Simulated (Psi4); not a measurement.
Psi4 1.11, TPSS/def2-svp: C=C(F)C([SiH3])([SiH3])[SiH3], 18 atoms. The geometry is a generated start, not checked to be a minimum at this level.

- task = gradient
- method = tpss
- basis = def2-svp
- memory = 7 GB
- scf_type = df (default)
- guess = auto, which took SAD (default)
- diis_max_vecs = 10 (default)
- scf_initial_accelerator = adiis (default)
- e_convergence = 1e-08 (default)
- d_convergence = 1e-08 (default)
- basis functions (reference run) = 165
- grid points (reference run) = 3217742

```xyz
18

C      1.9243    -0.9364    -1.3646
C      1.4583    -0.0984    -0.4275
F      2.3997     0.6944     0.1463
C      0.0310     0.0703     0.0628
Si    -0.6053     1.8275    -0.1558
Si    -1.3427    -0.9645    -0.6537
Si    -0.1373    -0.2262     1.9132
H      1.3080    -1.6342    -1.9177
H      2.9850    -0.9328    -1.6011
H     -1.9769     2.0244     0.3840
H      0.2822     2.8099     0.5177
H     -0.6376     2.1889    -1.5971
H     -1.4351    -0.7632    -2.1231
H     -2.6817    -0.6839    -0.0724
H     -1.0598    -2.4108    -0.4631
H      0.7727     0.6577     2.6858
H      0.2317    -1.6267     2.2469
H     -1.5164     0.0042     2.4195
```

Yardstick: the run with dft_radial_points = 200, dft_spherical_points = 974, dft_pruning_scheme = none (default), which is not proven converged either. Single runs; times are not shown.

Settings tried, all else as in the reference:
- dft_radial_points = 99, dft_spherical_points = 590, dft_pruning_scheme = treutler
- dft_radial_points = 75 (default), dft_spherical_points = 302 (default), dft_pruning_scheme = treutler
- dft_radial_points = 35, dft_spherical_points = 110
- dft_radial_points = 99, dft_spherical_points = 590, dft_pruning_scheme = robust
- dft_radial_points = 25, dft_spherical_points = 50
- dft_radial_points = 50, dft_spherical_points = 194
- dft_radial_points = 75 (default), dft_spherical_points = 434
- dft_radial_points = 75 (default), dft_spherical_points = 302 (default), dft_pruning_scheme = robust
- dft_radial_points = 150, dft_spherical_points = 770
- dft_radial_points = 99, dft_spherical_points = 590
- dft_radial_points = 75 (default), dft_spherical_points = 302 (default)

Which of these stay within 10 meV/atom in energy, 100 meV/Å in forces (largest component) of the reference run?

Within it: dft_radial_points = 150, dft_spherical_points = 770; dft_radial_points = 99, dft_spherical_points = 590; dft_radial_points = 99, dft_spherical_points = 590, dft_pruning_scheme = robust; dft_radial_points = 75 (default), dft_spherical_points = 434; dft_radial_points = 75 (default), dft_spherical_points = 302 (default); dft_radial_points = 75 (default), dft_spherical_points = 302 (default), dft_pruning_scheme = robust; dft_radial_points = 75 (default), dft_spherical_points = 302 (default), dft_pruning_scheme = treutler; dft_radial_points = 99, dft_spherical_points = 590, dft_pruning_scheme = treutler; dft_radial_points = 50, dft_spherical_points = 194. At the edge (between 0.75 and 1.33 times the tolerance): dft_radial_points = 35, dft_spherical_points = 110. Outside: dft_radial_points = 25, dft_spherical_points = 50.

```csv
setting,grid points,energy against the reference,difference in forces (largest component)
the reference,3217742,—,—
"dft_radial_points = 150, dft_spherical_points = 770",1919940,−0.0024 meV/atom,0.78 meV/Å
"dft_radial_points = 99, dft_spherical_points = 590",974640,+0.0031 meV/atom,1.0 meV/Å
"dft_radial_points = 99, dft_spherical_points = 590, dft_pruning_scheme = robust",677530,+0.0031 meV/atom,1.0 meV/Å
"dft_radial_points = 75 (default), dft_spherical_points = 434",545996,−0.0027 meV/atom,1.4 meV/Å
"dft_radial_points = 75 (default), dft_spherical_points = 302 (default)",380176,+0.0042 meV/atom,9.1 meV/Å
"dft_radial_points = 75 (default), dft_spherical_points = 302 (default), dft_pruning_scheme = robust",258946,+0.0049 meV/atom,9.1 meV/Å
"dft_radial_points = 75 (default), dft_spherical_points = 302 (default), dft_pruning_scheme = treutler",206674,−0.16 meV/atom,12 meV/Å
"dft_radial_points = 99, dft_spherical_points = 590, dft_pruning_scheme = treutler",500842,−0.19 meV/atom,12 meV/Å
"dft_radial_points = 50, dft_spherical_points = 194",165608,+0.66 meV/atom,16 meV/Å
"dft_radial_points = 35, dft_spherical_points = 110",65991,−13 meV/atom,51 meV/Å
"dft_radial_points = 25, dft_spherical_points = 50",21540,+100 meV/atom,650 meV/Å
```

Total energies are compared; such shifts often cancel in part in energy differences. The gradients leave out the derivatives of the grid weights. The tolerance is a choice made for this comparison.
